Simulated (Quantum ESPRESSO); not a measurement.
## Several settings converged on CaZrN₂ (R3m, 4 atoms in the cell)

```
CaZrN2
1.0
    1.64881    -0.95194     5.57866
    0.00000     1.90388     5.57866
   -1.64881    -0.95194     5.57866
Ca Zr N
1 1 2
Direct
  0.00299   0.00299   0.00299
  0.50000   0.50000   0.50000
  0.23812   0.23812   0.23812
  0.76188   0.76188   0.76188
```

Base method: LDA (PZ), GBRV 1.5 ultrasoft (LDA) pseudopotentials (plane waves; Quantum ESPRESSO 7.5).

Base settings: ecutwfc = 40 Ry; ecutrho = 320 Ry; occupations = smearing; smearing = fermi-dirac; degauss = 0.00147 Ry; potentials = {Ca: ca_lda_v1.uspp.F.UPF, Zr: zr_lda_v1.uspp.F.UPF, N: n_lda_v1.2.uspp.F.UPF}; K_POINTS = automatic 3 3 3 0 0 0; conv_thr = 1e-09 Ry; mixing_beta = 0.4.

The count of work is k-points × plane waves × bands × iterations; it is no time. 

**The cutoff for other potential files**

Level: DFT, LDA (PW92), plane waves, PseudoDojo standard norm-conserving (LDA) pseudopotentials.

In this ladder: ecutrho = default; pseudopotentials = {Ca: Ca.upf, Zr: Zr.upf, N: N.upf}.

The second cell is the first with its lattice scaled by 0.98.

The mesh stays at the base's, so the ladder's end is converged at best in this setting alone.

Only quantities that move along the ladder and can be compared are tabulated; the gap is left out on so coarse a mesh.

```csv
ecutwfc,free energy less the last step's (meV/atom),energy of the compressed cell less the first (meV/atom),pressure (GPa),largest difference of a force vector from the last step's (eV/Å),count of work / last
38 Ry,1110.93,11.67,-49.67,0.107,0.11
47 Ry,314.03,7.36,-23.10,0.040,0.16
59 Ry,42.48,3.06,-9.03,0.002,0.21
72 Ry,2.82,2.43,-5.65,0.000,0.28
85 Ry,0.52,2.43,-5.29,0.000,0.35
102 Ry,0.37,2.43,-5.29,0.000,0.50
128 Ry,0.22,2.43,-5.29,0.000,0.70
170 Ry,0.00,2.42,-5.29,0.000,1.0
```

Coarsest ecutwfc that holds the pressure within 1 GPa of the last step, with all finer ones: 72 Ry, at 0.28 of the last step's count of work; the step before is off by 3.7 GPa.

Coarsest ecutwfc that holds the free energy within 1 meV/atom of the last step, with all finer ones: 85 Ry, at 0.35 of the last step's count of work; the step before is off by 2.8 meV/atom.

Coarsest ecutwfc that holds the energy of the compressed cell less the first within 0.2 meV/atom of the last step, with all finer ones: 72 Ry, at 0.28 of the last step's count of work; the step before is off by 0.63 meV/atom.

The energy difference between the two cells stays within 1 meV/atom of the last step's from 59 Ry on, the total only from 85 Ry on: much of the error is common to both cells and cancels.

At the lowest cutoff the pressure lies 44.4 GPa under the last step's, the usual sign of Pulay stress in an incomplete plane-wave basis.

**The density cutoff**

The mesh stays at the base's, so the ladder's end is converged at best in this setting alone.

Only quantities that move along the ladder and can be compared are tabulated; the gap is left out on so coarse a mesh.

```tsv
ecutrho	free energy less the last step's (meV/atom)
80 Ry	-2.91
120 Ry	0.08
160 Ry	0.17
200 Ry	0.12
240 Ry	0.11
320 Ry	0.05
400 Ry	0.01
480 Ry	0.00
640 Ry	0.00
```

Coarsest ecutrho that holds the free energy within 0.5 meV/atom of the last step, with all finer ones: 120 Ry; the step before is off by 2.9 meV/atom.

On the base run: the starting cell comes from a database of computed structures (which also holds hypothetical and non-ambient phases and stackings), without a prior relaxation at this level. Its lattice was rescaled by up to half a per cent. One atom was moved a little off its site on purpose. In the base run, with a pressure of about -5 GPa the cell is away from its equilibrium volume at this level.
